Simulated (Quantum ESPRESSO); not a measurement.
Input and output of a relaxation of the atoms for TiGe2 (C2, 6 atoms in the cell) (Quantum ESPRESSO).

Method: LDA (PZ), PSlibrary ultrasoft (LDA) pseudopotentials (plane waves; Quantum ESPRESSO).

Input as run:

```fortran
&control
   calculation = 'relax'
   prefix = 'tige2'
   outdir = './work'
   pseudo_dir = './'
   forc_conv_thr = 1.9e-03
/
&system
   ibrav = 0
   nat = 6
   ntyp = 2
   ecutwfc = 60
   ecutrho = 660
   occupations = 'smearing'
   smearing = 'gaussian'
   degauss = 0.0073499
/
&electrons
   conv_thr = 1.0e-11
   mixing_beta = 0.7
/
&ions
/
ATOMIC_SPECIES
Ti    47.8670  Ti.pz-spn-rrkjus_psl.1.0.0.UPF
Ge    72.6300  Ge.pz-n-rrkjus_psl.1.0.0.UPF
ATOMIC_POSITIONS crystal
Ti    0.76707400    0.76707400    0.73292600
Ti    0.50000000    0.50000000    0.50000000
Ge    0.08263000    0.41737000    0.08263000
Ge    0.41737000    0.08263000    0.41737000
Ge    0.16737000    0.83263000    0.16737000
Ge    0.83263000    0.16737000    0.83263000
K_POINTS automatic
4 4 4  0 0 0
CELL_PARAMETERS angstrom
   0.00000000     4.32191200     4.39274400
   2.51978700     0.00000000     4.39274400
   2.51978700     4.32191200     0.00000000
```

Output (repeated stretches shortened):

```
     Self-consistent Calculation

     iteration #  1     ecut=    60.00 Ry     beta= 0.70

     Threshold (ethr) on eigenvalues was too large:
     Diagonalizing with lowered threshold

     total energy              =    -287.12757279 Ry
     estimated scf accuracy    <       0.09375525 Ry

     iteration #  2     ecut=    60.00 Ry     beta= 0.70

     total energy              =    -287.11658917 Ry
     estimated scf accuracy    <       0.14082068 Ry

     iteration #  3     ecut=    60.00 Ry     beta= 0.70

     total energy              =    -287.12885298 Ry
     estimated scf accuracy    <       0.15312892 Ry

   [... 11 blocks of this kind left out ...]

     iteration # 15     ecut=    60.00 Ry     beta= 0.70

     total energy              =    -287.15561470 Ry
     estimated scf accuracy    <          6.9E-11 Ry

     iteration # 16     ecut=    60.00 Ry     beta= 0.70
     End of self-consistent calculation

     the Fermi energy is    10.9531 ev

!    total energy              =    -287.15561470 Ry
     estimated scf accuracy    <          7.6E-13 Ry
     smearing contrib. (-TS)   =      -0.00058279 Ry
     internal energy E=F+TS    =    -287.15503191 Ry

     convergence has been achieved in  16 iterations

     Forces acting on atoms (cartesian axes, Ry/au):

     atom    1 type  1   force =     0.00000000    0.00000000   -0.06148332
     atom    2 type  1   force =     0.00000000    0.00000000    0.00625998
     atom    3 type  2   force =    -0.00175603   -0.00449748    0.00165725
     atom    4 type  2   force =     0.00175603    0.00449748    0.00165725
     atom    5 type  2   force =    -0.01455799    0.00241012    0.02595442
   [... lines left out ...]
     Total force =     0.075195     Total SCF correction =     0.000001
     the Fermi energy is    10.9549 ev
!    total energy              =    -287.16469248 Ry
     Total force =     0.002781     Total SCF correction =     0.000000
     bfgs converged in   8 scf cycles and   7 bfgs steps
     Final energy             =    -287.1646924819 Ry
   [... lines left out ...]
Ti               0.5026746610        0.5026746610        0.4973253390
Ge               0.0822861856        0.4236647314        0.0772214679
Ge               0.4236647314        0.0822861856        0.4168276151
Ge               0.1737812874        0.8317595203        0.1667263611
Ge               0.8317595203        0.1737812874        0.8277328312
End final coordinates

   JOB DONE.
```

The run converged.  The full log also holds: “c_bands:  2 eigenvalues not converged”. The full log also holds: “c_bands:  1 eigenvalues not converged”.

Summary of the result:
```
Item                                          Value
------------------------------------  -------------
Free energy E − TS                    -3907.0747 eV
Fermi level (on the code's own zero)       10.95 eV
Largest force (vector length)            0.037 eV/Å
Relaxation steps                                  7
```

The starting cell comes from a database of computed structures (which also holds hypothetical and non-ambient phases and stackings), without a prior relaxation at this level. Its lattice was rescaled by up to half a per cent. For this run, on top of that: one atom moved by 0.15 angstrom. Spin polarisation is off.

Cost on one core of a shared machine: roughly 20 min.
